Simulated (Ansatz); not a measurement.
We consider Cu3N (model structure, started from the ReO3 type, Pm-3m, No. 221, 4 atoms in the cell), described by PBE in Ansatz (plane waves, PAW).

Settings: plane-wave cutoff 500 eV, 12×12×12 k mesh, Fermi–Dirac smearing 0.05 eV, no spin polarisation, scalar-relativistic PAW data made under PBE.

Cell (relaxed at this level):

Space group Pm-3m (No. 221); a = b = c = 3.8273 Å, α = β = γ = 90.00°

```json
[
 {"atom": "N", "site": "1a", "symmetry": "m-3m", "x": "0.0000", "y": "0.0000", "z": "0.0000"},
 {"atom": "Cu", "site": "3d", "symmetry": "4/mm.m", "x": "0.0000", "y": "0.0000", "z": "0.5000"}
]
```

Q: Give the computed band gap.

A: 
- band gap: 0.22 eV (on the SCF k mesh)

Computed values are for the static lattice.

The result took very roughly 100 core-seconds.

A model structure was made by putting elements into a prototype or built by hand; here it ended with the formula and space group of a phase in our tables.

Ansatz is a quantum-chemistry and plane-wave program.
